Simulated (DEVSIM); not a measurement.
Structure: Schottky contact on n-type ZnO, at 250 K.

Layer 1 from the left is ZnO, thickness (μm) 0.880, Nd (cm⁻³) 2.1e16, τn (s) 3.1e-8, τp (s) 3.1e-8.

Left contact: Schottky, work function 5.85 eV, emission velocity 4.9e6 cm/s. Right contact: ohmic. Voltage is applied to the left contact. Recombination: SRH at mid-gap. Mobility is μmin + (μ − μmin)/(1 + (N/Nref)^α).

Constants are typed, rounded textbook-type inputs, not results; the design itself was drawn at random and stands for no fabricated device. Values at 300 K; Nc and Nv go as T^1.5, mobilities as T to minus their exponent, the gap by Varshni's rule with the affinity fixed.

ZnO: gap (eV) 3.37, affinity (eV) 4.5, permittivity 8.7, Nc (cm⁻³) 3.7e18, Nv (cm⁻³) 1.8e19, μn (cm²/Vs) 200, μp (cm²/Vs) 20, μn,min 20, μp,min 2, Nref,n 1e18, Nref,p 1e18, αn 0.6, αp 0.6, T exponent of μn 1.5, T exponent of μp 1.5, Varshni α (eV/K) 0.00055, Varshni β (K) 900.

DEVSIM, 1D drift-diffusion, Boltzmann statistics, complete ionisation; no tunnelling, impact ionisation, image-force lowering or self-heating. Metal contacts follow the ideal Schottky-Mott rule: no Fermi-level pinning, no interface dipoles.

Dark forward current:

```
|V| (V)  |J| (A/cm²)
-------  -----------
0.40       1.255e-13
0.45       1.270e-12
0.50       1.285e-11
0.55       1.298e-10
0.60        1.311e-9
0.65        1.322e-8
0.70        1.332e-7
0.75        1.340e-6
0.80        1.344e-5
0.85       0.0001345
0.90        0.001341
0.95         0.01330
1.00          0.1306
1.05           1.258
1.10           11.28
1.15           74.88
1.20           264.8
1.25           563.0
1.30           919.6
1.35            1308
1.40            1714
1.45            2133
```

### Question
Work out the local ideality factor n = ΔV / (kT/q · ln(J2/J1)) between the rows 0.40 and 0.45 V, 1.40 and 1.45 V.

### Answer
kT/q = 21.54 mV. From 0.40 to 0.45 V: ln(1.270e-12/1.255e-13) = 2.314, n = 1.00, near the 1 of diffusion or emission over a barrier. From 1.40 to 1.45 V: ln(2133/1714) = 0.219, n = 10.61; the layers' resistance at their doping, Σ W/(qμN) = 0.00011 Ω cm², would take 45 mV of this step of 50 mV.

### Question
Estimate the current at 0.75 V for emission alone, J0 = q v N_band exp(−φB/kT), and read the barrier back from the simulated current.

### Answer
φB = 1.350 eV, N_band = 2.81e18 cm⁻³, J0 = 1.33e-21 A/cm²; J = J0 (exp(qV/kT) − 1) = 1.77e-6 A/cm². The simulation gives 1.34e-6 A/cm²; the estimate lies 32 % above. Read backwards, the simulated current gives an apparent barrier of 1.356 eV. The estimate leaves out transport through the depletion region and minority injection.
